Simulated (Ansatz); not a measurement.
The reference is GaN in the zinc blende structure (space group F-43m, No. 216).

```yaml
crystal:
  lattice:
    - [0.00000, 2.24904, 2.24904]
    - [2.24904, 0.00000, 2.24904]
    - [2.24904, 2.24904, 0.00000]
  atoms:
    - { symbol: N, position: [0.75000, 0.75000, 0.75000] }
    - { symbol: Ga, position: [0.00000, 0.00000, 0.00000] }
```

Cartesian axes are those of the cell as printed.

Computed with DFT with PBEsol, PAW potentials and a 420 eV plane-wave cutoff in Ansatz (a quantum-chemistry and plane-wave program), no spin-orbit coupling.

The change: an isotropic linear strain of +1.46 %; the atoms relax in the strained cell.

Q: Predict the stress tensor and what it implies for the stiffness.

A: Stress of the strained cell less that of the base (GPa, compression positive):
```
  -7.44    0.00    0.00
   0.00   -7.44    0.00
   0.00    0.00   -7.44
```

Then B = −ΔP/(ΔV/V₀) with ΔV/V₀ = 0.0444 gives secant stiffness values (nonlinear terms included at this strain): B ≈ 167 GPa.

As a check, the harmonic strain energy −½ V₀ Δσ:ε is 12 meV/atom; the computed energy rise is 12 meV/atom.

Stability against distortions was not tested. This is not the structure that GaN has at room temperature and ambient pressure.
